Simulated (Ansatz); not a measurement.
# InPd, pressure series

Base system: InPd in the CsCl type structure (space group Pm-3m, No. 221).

InPd has the cubic space group Pm-3m (No. 221), the CsCl type structure, Pearson symbol cP2. Conventional cell: a = b = c = 3.2469 Å, α = β = γ = 90.00°. In on 1a sees 8 Pd at 2.812 Å and 6 In at 3.247 Å. Pd on 1b is surrounded by 8 In at 2.812 Å and 6 Pd at 3.247 Å. (Neighbours: up to the widest gap in distance over summed covalent radii, below 1.35, at either atom.)

Cell and atoms are relaxed at each pressure.

All numbers come from PBEsol (Ansatz, a quantum-chemistry and plane-wave program, PAW, no spin-orbit coupling).

Notes on the quantities. enthalpy: H = E + PV relative to the base's energy.

```csv
case,shortest interatomic distance,enthalpy
base,2.812 Å,–
pressure −2 GPa,2.826 Å,-0.22 eV/atom
pressure −1 GPa,2.819 Å,-0.11 eV/atom
pressure 0.3 GPa,2.810 Å,+0.03 eV/atom
pressure 0.7 GPa,2.807 Å,+0.07 eV/atom
pressure 1.5 GPa,2.802 Å,+0.16 eV/atom
pressure 3 GPa,2.793 Å,+0.32 eV/atom
pressure 5 GPa,2.781 Å,+0.52 eV/atom
pressure 7.5 GPa,2.767 Å,+0.78 eV/atom
pressure 10 GPa,2.755 Å,+1.03 eV/atom
```

Load acts through the strain it causes; cell and atoms are relaxed under it. Stability against distortions was not tested. Competing high-pressure phases were not computed. The final runs are not spin-polarised.
